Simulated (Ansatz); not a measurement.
**Fluorite NiSi2**

Level of theory: LDA (PAW; Ansatz, a program for electronic structure).

Numerical settings: plane-wave cutoff 520 eV, 12×12×12 k mesh, Fermi–Dirac smearing 0.1 eV, perturbation theory, force constants from a 4×4×4 q mesh, no spin polarisation, scalar-relativistic PAW data made under PBE.

Cell: relaxed at this level.

- zero-point energy = 0.052 eV/atom

Cost on a shared machine: roughly 18 core-minutes.
